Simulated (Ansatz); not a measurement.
We consider Mg4N2O (model structure, started from the Ca4P2O type, I4/mmm, No. 139, 7 atoms in the cell), described by r²SCAN (Ansatz, an electronic-structure program, plane waves, PAW).

Settings: plane-wave cutoff 560 eV, 20×20×20 k mesh, Fermi–Dirac smearing 0.05 eV, scalar-relativistic PAW data made under PBE.

Cell (relaxed with PBEsol):

```cif
data_Mg4N2O
_chemical_formula_sum 'Mg4 N2 O1'
_space_group_name_H-M_alt 'P 1'
_space_group_IT_number 1
_cell_length_a 6.25310
_cell_length_b 6.25310
_cell_length_c 6.25310
_cell_angle_alpha 144.957
_cell_angle_beta 144.957
_cell_angle_gamma 50.399
loop_
_space_group_symop_operation_xyz
  'x, y, z'
loop_
_atom_site_label
_atom_site_type_symbol
_atom_site_fract_x
_atom_site_fract_y
_atom_site_fract_z
_atom_site_occupancy
Mg1 Mg 0.80986 0.80986 0.00000 1
Mg2 Mg 0.19014 0.19014 0.00000 1
Mg3 Mg 0.50000 0.00000 0.50000 1
Mg4 Mg 0.00000 0.50000 0.50000 1
N1 N 0.63129 0.63129 0.00000 1
N2 N 0.36871 0.36871 0.00000 1
O1 O 0.00000 0.00000 0.00000 1
```

### Question
What does this level give for the band gap?

### Answer

- band gap = 1.39 eV (on the SCF k mesh)

Note: the relaxation could raise the start's symmetry but not lower it, so the cell can be a saddle point; cell and atoms aren't relaxed at this level (largest force component 0.13 eV/Å, pressure -1.2 GPa).

It cost very roughly 110 core-seconds of CPU time.

A model structure was made by putting elements into a prototype or built by hand; it is no filed structure, need not be a known phase, and can be a saddle point held by its symmetry.
